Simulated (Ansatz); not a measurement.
Base system: BP in the zinc blende structure (space group F-43m, No. 216).

```
CELL_PARAMETERS angstrom
      0.00000     2.26010     2.26010
      2.26010     0.00000     2.26010
      2.26010     2.26010     0.00000
ATOMIC_POSITIONS crystal
  B  0.00000 0.00000 0.00000
  P  0.25000 0.25000 0.25000
```

Calculations: PBEsol in Ansatz (plane waves to 420 eV, PAW, no SOC).

One change was made to it. Results:

The width of the top valence band increases by 0.65 eV (5.60 eV → 6.25 eV); the hole mass (degenerate bands, along [100]) changes from 0.25, 0.25, 0.34 mₑ (at Γ) to 0.24, 0.24, 0.40 mₑ (at Γ); the smallest direct gap goes up by 0.20 eV to 3.58 eV; the band gap drops by 0.16 eV (1.11 eV → 0.95 eV).

Question: Which change produced these results?
(A) pressure 22.5 GPa
(B) pressure −2 GPa
(C) pressure 0.9 GPa
(D) pressure 2.1 GPa
(E) pressure −1 GPa

Answer: A, pressure 22.5 GPa. For comparison, the band gap in the other runs: pressure −1 GPa gives 1.12 eV; pressure 2.1 GPa gives 1.10 eV; pressure −2 GPa gives 1.13 eV; pressure 0.9 GPa gives 1.11 eV.

Load acts through the strain it causes; cell and atoms are relaxed under it. Masses are band curvatures over ±0.01 Å⁻¹ around the edge. No phonon test of stability was made. No other phases were tried under pressure.

Ansatz is a first-principles code.
